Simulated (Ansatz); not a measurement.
# Defect calculation: V_Ga+Si_Ga in zinc-blende GaSb

Method: PBE, PAW (plane waves to 420 eV; Ansatz, an electronic-structure program). Details: 64-site cell; 2×2×2 shifted k-points; start: the Ga site; Ga 4.39 Å away; no spin–orbit coupling; the functional closes the host's gap; not converged in cell size; relaxed from one start, so a lower configuration may exist.

Neighbours after relaxation, in Å: of the emptied site: Sb 2.36, Sb 2.36, Sb 2.37, Sb 2.38; of the Si atom: Sb 2.65, Sb 2.65, Sb 2.67, Sb 2.67.

The name describes the start; the neighbours show where the atoms ended.

```tsv
charge	moment (μB)	largest move off a lattice site (Å)
0	not spin-polarised	0.34
```

All states together cost roughly 50 core-minutes.
